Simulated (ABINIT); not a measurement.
Band structure of CsBr (Pm-3m, 2 atoms in the cell).

```
CsBr
1.0
    4.29000     0.00000     0.00000
    0.00000     4.29000     0.00000
    0.00000     0.00000     4.29000
Cs Br
1 1
Direct
  0.00000   0.00000   0.00000
  0.50000   0.50000   0.50000
```

Level of theory: PBE, PAW (JTH v2.0 PBE PAW) (plane waves; ABINIT).

Settings: pseudos = [Cs.GGA_PBE-JTH.xml, Br.GGA_PBE-JTH.xml]; ecut = 21 Ha; pawecutdg = 42 Ha; pawxcdev = 0; occopt = 3; tsmear = 0.00036749 Ha; ngkpt = 8 8 8; nshiftk = 1; shiftk = 0 0 0; potentials = JTH v2.0 PBE PAW; kptopt = 1; nstep = 100; tolvrs1 = 1e-10.

The starting cell has typed, rounded lattice constants, without a prior relaxation at this level.

Predict the gap along the standard path and the places of the band edges.

The gap along the path is 4.50 eV, direct at Γ to within 0.01 eV.

Levels in eV from the top of the valence band on the SCF mesh, bands 5 to 12:
| point | 5 | 6 | 7 | 8 | 9 | 10 | 11 | 12 |
|---|---|---|---|---|---|---|---|---|
| Γ | -6.37 | 0.00 | 0.00 | 0.00 | 4.50 | 4.92 | 4.92 | 9.12 |
| X | -6.27 | -1.32 | -0.21 | -0.21 | 5.93 | 7.30 | 7.76 | 8.33 |
| M | -6.20 | -0.57 | -0.57 | 0.00 | 5.27 | 5.50 | 7.23 | 7.23 |
| R | -6.77 | -1.17 | -1.17 | -1.17 | 8.32 | 8.32 | 8.32 | 9.18 |
